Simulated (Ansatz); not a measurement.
## GaAs under a change: biaxial strain −0.50 %, plane normal [001], relaxed out of plane

The reference is GaAs in the zinc blende structure (space group F-43m, No. 216; a = 5.6028 Å). Axes: x, y, z lie along the cube axes.

One thing is altered: biaxial strain −0.50 %, plane normal [001], relaxed out of plane (Cartesian); in-plane vectors clamped, the third vector and the atoms free.

Computed with LDA (Ansatz, a quantum-chemistry and plane-wave program, PAW, no spin-orbit coupling). Γ-centred 10×10×10 mesh, Fermi–Dirac width 0.05 eV.

```tsv
quantity	base	changed	shift
space group	F-43m (No. 216)	I-4m2 (No. 119)	–
shortest interatomic distance	2.426 Å	2.422 Å	-0.004 Å
energy relative to the base (free energy F)	0 meV/atom	+0.4 meV/atom	+0.4 meV/atom
band gap	0.49 eV	0.51 eV	+0.02 eV
gap character	direct at Γ	direct at Γ	–
electron mass	0.029 mₑ (at Γ)	0.032 mₑ out of plane, 0.030 mₑ in plane (at Γ)	–
valence-band top at Γ (three highest levels, from the VBM)	0.00, 0.00, 0.00 eV	0.00, 0.00, -0.06 eV	–
valley order (the lowest conduction-band minima on the path, energy above the VBM, named in the base's zone)	Γ 0.49 eV; L along ⟨111⟩ 0.92 eV; a point along ⟨100⟩, about 1.0 Å⁻¹ from Γ 1.26 eV	Γ 0.51 eV; L along [111] 0.92 eV; a point along [010], about 1.0 Å⁻¹ from Γ 1.21 eV; a point along [001], about 1.0 Å⁻¹ from Γ 1.29 eV	–
out-of-plane strain	–	+0.46 %	–
mean in-plane stress (compression positive)	–	+0.6 GPa	–
```

Masses are band curvatures over ±0.01 Å⁻¹ around the edge. Stability against distortions was not tested. k-point labels follow each cell's own Brillouin zone.
